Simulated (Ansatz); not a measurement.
**HgSe: biaxial strain +2.08 %, plane normal [111], relaxed out of plane**

Take HgSe in the zinc blende structure (space group F-43m, No. 216; a = 6.1328 Å) as the base. Axes: x, y, z lie along the cube axes.

The change: tensile biaxial strain of 2.08 % in the plane normal to [111], as in epitaxy on a mismatched substrate; the out-of-plane cell vector and the atoms relax.

All numbers come from PBEsol/PAW in Ansatz (a quantum-chemistry and plane-wave program), no SOC. Γ-centred 9×9×9 mesh, Fermi–Dirac width 0.05 eV.

The volume per atom increases by 0.68 Å³ to 29.51 Å³ and the space group goes from F-43m (No. 216) to R3m (No. 160). The shortest interatomic distance rises by 0.012 Å to 2.668 Å and the energy grows by 6.5 meV/atom. The pressure (mean of the normal stresses, compression positive) goes from zero to -1.2 GPa and the band gap remains zero. The valley order (the lowest conduction-band minima on the path, energy above the VBM, named in the base's zone) comes out as Γ 0.02 eV; L along [111] 0.72 eV; L along [1-1-1] 1.07 eV and the out-of-plane strain is -1.76 % (rough). The mean in-plane stress (compression positive) amounts to -1.8 GPa (rough).

Without a gap, meshes like the base's 9×9×9 leave anisotropic stresses uncertain by several tenths of a GPa, and small strain energies with them. With Hg present, leaving out spin-orbit coupling can change the band edges. Whether these cells are dynamically stable was not tested. All final runs are without spin polarisation. Gaps under 0.05 eV, about the width of the smearing, are given as zero. The zero or small gap of HgSe can change with the level of theory.
